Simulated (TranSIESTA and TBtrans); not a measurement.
Run with TranSIESTA and TBtrans (open boundaries, self-consistent; PseudoDojo norm-conserving potentials, scalar-relativistic): PAO.BasisSize DZP, PAO.EnergyShift 0.15 eV, XC.Authors PBE, Mesh.Cutoff 200 Ry, ElectronicTemperature 300 K, TS.Voltage 0.0 eV, TBT.Elecs.Eta 0.001 eV, no spin polarisation.

Device: In chain bridged by a linear H2 unit along the axis. Leads: straight In chain, spacing 2.9 Å. Geometry: 4 atoms about the centre moved by SIESTA (PBE, DZP) to a largest force of 0.01 eV/Å, all others as built, motion along the axis alone.

Task: Give the largest eigenchannel transmissions at the Fermi level (four at most) and the total.

Result: 0.85, 0.23, 0.23; total 1.31. The straight chain is held at its spacing; free chains may zigzag or dimerise. No spin-polarised start was tried, so a magnetic state, if there is one, is missed.
